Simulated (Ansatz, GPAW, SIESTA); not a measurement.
**Code comparison for CaNi5 (P6/mmm, 6 atoms in the cell)**

Self-consistent single point.

```xyz
6
Lattice="4.8749 0.0000 0.0000 -2.4375 4.2218 0.0000 0.0000 0.0000 3.8951" Properties=species:S:1:pos:R:3 pbc="T T T"
Ca     0.0000     0.0000     0.0000
Ni     2.4375     0.0000     1.9475
Ni     1.2187     2.1109     1.9475
Ni    -1.2187     2.1109     1.9475
Ni     0.0000     2.8145     0.0000
Ni     2.4375     1.4073     0.0000
```
Moments meant for the start (each program seeds them in its own way; μB, in the order of the atoms Ca Ni Ni Ni Ni Ni): 0.0 2.0 2.0 2.0 2.0 2.0.

Shared settings, as Ansatz (a quantum-chemistry and plane-wave program) writes them: kpoints.mp_grid.grid = 5 5 6; scf.occupations.method = fermi_dirac; scf.occupations.width = 0.1 eV. Potentials and cutoffs stand in the table.

| code | model | pressure (GPa) | size of the net moment (μB/atom) | cutoff |
|---|---|---|---|---|
| SIESTA | LDA PW92, numerical atomic orbitals TZP, PseudoDojo LDA standard norm-conserving potentials (rewritten from UPF to PSML) | -7.76 | 0.25 | grid 400 Ry |
| GPAW | LDA (Perdew-Wang 92), GPAW PAW datasets LDA (gpaw-data 1.0.1) | -7.24 | 0.03 | 800 eV |
| Ansatz | LDA (PW92), default PAW files made with PBE | -8.27 | 0.11 | 420 eV |

The net moments differ, which can mean other magnetic states; other values may part for that reason too.

On Ansatz's run: the moments shrank to a small part of their start, a low-spin state that need not be the lowest. The program warned that a starting moment was not kept.

The spread over the programs that give each value: pressure within 1.03 GPa; size of the net moment within 0.22 μB/atom.

SIESTA uses small atom-centred bases, whose incompleteness enters pressures, forces and empty levels differently from a plane-wave cutoff. Ansatz's pressure is given at a fixed set of plane waves, as the other plane-wave codes print theirs; with its correction for the finite basis it is -8.20 GPa.

The starting cell comes from a database of computed structures (which also holds hypothetical and non-ambient phases and stackings), without a prior relaxation at this level.

Keys are those of Ansatz 0.2.
